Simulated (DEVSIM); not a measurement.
isotype n-n heterojunction In0.52Al0.48As/In0.53Ga0.47As

System: isotype n-n heterojunction In0.52Al0.48As/In0.53Ga0.47As, at 350 K.

| layer (left to right) | material | thickness (μm) | Nd (cm⁻³) | τn (s) | τp (s) |
|---|---|---|---|---|---|
| 1 | In0.52Al0.48As | 0.870 | 2.5e17 | 1.3e-8 | 1.3e-8 |
| 2 | In0.53Ga0.47As | 0.0870 | 2.4e15 | 1.3e-8 | 1.3e-8 |

Left contact: ohmic. Right contact: ohmic. Voltage is applied to the left contact. Recombination: SRH at mid-gap, radiative. Mobility is constant in doping.

Constants are typed, rounded textbook-type inputs, not results; the design itself was drawn at random and stands for no fabricated device. Values at 300 K; Nc and Nv go as T^1.5, mobilities as T to minus their exponent, the gap by Varshni's rule with the affinity fixed.

| parameter | In0.52Al0.48As | In0.53Ga0.47As |
|---|---|---|
| gap (eV) | 1.45 | 0.74 |
| affinity (eV) | 4 | 4.51 |
| permittivity | 12.5 | 13.9 |
| Nc (cm⁻³) | 5.1e17 | 2.1e17 |
| Nv (cm⁻³) | 1.1e19 | 7.7e18 |
| μn (cm²/Vs) | 4000 | 12000 |
| μp (cm²/Vs) | 75 | 300 |
| T exponent of μn | 1.5 | 1.6 |
| T exponent of μp | 1.5 | 1.6 |
| B (cm³/s) | 1e-10 | 9.6e-11 |
| Varshni α (eV/K) | 0.00042 | 0.00035 |
| Varshni β (K) | 180 | 190 |

Model (solved in DEVSIM): 1D drift-diffusion, Boltzmann statistics, complete ionisation; no tunnelling, impact ionisation, image-force lowering or self-heating. Band offsets follow the typed affinities; no thermionic-emission limit at abrupt steps, no polarisation charge.

```json
{
 "potential_step_across_the_device_at_zero_bias": "0.623 V",
 "Dark forward voltage at 100 A/cm²": "0.554 V"
}
```

Dark forward current:

(V (V), J (A/cm²)): (0.05, 25); (0.20, 48); (0.35, 69); (0.50, 91); (0.65, 120); (0.80, 140); (0.95, 170); (1.10, 200); (1.25, 240); (1.40, 270); (1.55, 310); (1.70, 350); (1.85, 390); (2.00, 430)
